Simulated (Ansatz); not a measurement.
**GeSe (model structure, started from the PtS type, P4₂/mmc, No. 131, 4 atoms in the cell): equilibrium volume per atom by level of theory**

No measured value is used here.

| level (code) | value (Å³/atom) |
|---|---|
| PBE (Ansatz) | 26.34 |
| PBEsol (Ansatz) | 24.30 |
| PBE-D3(BJ) (Ansatz) | … |

**Question.** Some entries are withheld; supply them.

**Answer.** 
- PBE-D3(BJ) (Ansatz, a program for electronic structure), value (Å³/atom): 25.23

PBE-D3(BJ): a distance lies near a switch of the dispersion term, which can move the cell. Ansatz's density-functional and Hartree–Fock values are scalar-relativistic unless marked +SOC, with PAW data made under PBE.

A model structure was made by putting elements into a prototype or built by hand; it is no filed structure, need not be a known phase, and can be a saddle point held by its symmetry.
